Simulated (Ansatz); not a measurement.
The reference is BN in the zinc blende structure (space group F-43m, No. 216; a = 3.6097 Å). Axes: x, y, z lie along the cube axes.

All numbers come from plane-wave PAW DFT at the r2SCAN level (Ansatz, an electronic-structure program, 500 eV), no spin-orbit coupling.

Strains are applied to the cell and any free atomic positions relax; under biaxial strain the out-of-plane vector relaxes too.

One change was made to it. Results:

| quantity | base | after |
|---|---|---|
| pressure | 0.00 GPa | 24.60 GPa |
| electron mass | 0.87 mₑ along k, 0.29 mₑ across (at X) | 0.85 mₑ along k, 0.29 mₑ across (at X) |
| smallest direct gap | 9.59 eV | 9.87 eV |
| energy relative to the base (free energy F) | 0 meV/atom | +24 meV/atom |
| hole mass (degenerate bands, along [100]) | 0.48, 0.51, 0.51 mₑ (at Γ) | 0.50 mₑ (at Γ) |

Task: Name the change that was made.
A. biaxial strain +2.11 %, plane normal [001], relaxed out of plane
B. isotropic strain −1.26 %
C. isotropic strain −1.87 %

Result: C, isotropic strain −1.87 %. For comparison, the electron mass in the other runs: isotropic strain −1.26 % gives 0.86 mₑ along k, 0.29 mₑ across (at X); biaxial strain +2.11 %, plane normal [001], relaxed out of plane gives 0.84 mₑ along k, 0.30 mₑ across (at X).

Effective masses come from finite differences of ±0.01 Å⁻¹. Along k means along the line from Γ to the band edge. Whether these cells are dynamically stable was not tested.
